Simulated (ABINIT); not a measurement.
ABINIT 10.0.3, DFT, PBE, plane waves, JTH v2.0 PBE PAW: zinc-blende InP, 2 atoms. Basis and mesh were picked for this test and aren't claimed converged.

```yaml
cell: 4.15, 4.15, 4.15 Å; 60, 60, 60°
task: scf
ecut: 15 Ha
pawecutdg: 30 Ha
nband: 16
k mesh (ngkpt): 10×10×10
shiftk: 0×0×0
nstep: 100
tolvrs: 1e-09
occopt: 7
tsmear: 0.002 Ha
diemac: 12
prtwf: 0
prtden: 0
paral_kgb: 1
ranks over FFT planes (npfft): 1
wfoptalg: 114
nline: 4 (default)
iscf: 17 (default)
npulayit: 7 (default)
diemix: 0.7 (default)
dielng: 1.07748 (default)
kptopt: 1 (default)
k-points after symmetry: 47
bands: 16
symmetry_operations: 24
```

Hardware: AMD EPYC (Zen 5), 96 cores on 1 socket, no SMT, 12 L3 cache groups.

Times are wall-clock medians of two to five repeats, from the common launch until the last copy ends, with nothing else on the machine. Unless noted, each process is bound to its own block of adjacent cores. The times hold for this build (conda-forge: MPICH, OpenBLAS, FFTW3, no OpenMP, no ScaLAPACK). Scratch files lie in a memory file system.

Base settings, kept where nothing else is said: np_spkpt = 4, npband = 1, bandpp = 16. Ways to fill 96 cores (the node offers 329 GiB):
- 12 copies of 8 ranks, np_spkpt = 8
- 96 copies of 1 rank, np_spkpt = 1
- 48 copies of 2 ranks, np_spkpt = 2
- 4 copies of 24 ranks, np_spkpt = 24
- 2 copies of 48 ranks, np_spkpt = 24, npband = 2, bandpp = 8
- 96 ranks, np_spkpt = 24, npband = 4, bandpp = 4
- 6 copies of 16 ranks, np_spkpt = 16
- 24 copies of 4 ranks
- 3 copies of 32 ranks, np_spkpt = 16, npband = 2, bandpp = 8

Task: Which packing maximises jobs per hour, and what does it cost in the time of one job?

Result: 96 copies of 1 rank, np_spkpt = 1: 14000 jobs an hour; within 8 % of it: 48 copies of 2 ranks, np_spkpt = 2. At the low end 96 ranks, np_spkpt = 24, npband = 4, bandpp = 4 gives 1200. Alone on the node, 4 ranks takes 5.0 s; beside 23 other copies 7.8 s.

```csv
way,time till all copies end,jobs an hour,"memory in all, scratch files included"
"96 copies of 1 rank, np_spkpt = 1",25 s,14000,8.6 GiB
"48 copies of 2 ranks, np_spkpt = 2",14 s,13000,6.9 GiB
24 copies of 4 ranks,7.8 s,11000,5.8 GiB
"12 copies of 8 ranks, np_spkpt = 8",5.0 s,8700,5.2 GiB
"6 copies of 16 ranks, np_spkpt = 16",3.5 s,6300,4.9 GiB
"4 copies of 24 ranks, np_spkpt = 24",2.9 s,4900,4.8 GiB
"3 copies of 32 ranks, np_spkpt = 16, npband = 2, bandpp = 8",2.9 s,3800,4.8 GiB
"2 copies of 48 ranks, np_spkpt = 24, npband = 2, bandpp = 8",2.7 s,2700,4.8 GiB
"96 ranks, np_spkpt = 24, npband = 4, bandpp = 4",3.1 s,1200,4.8 GiB
```
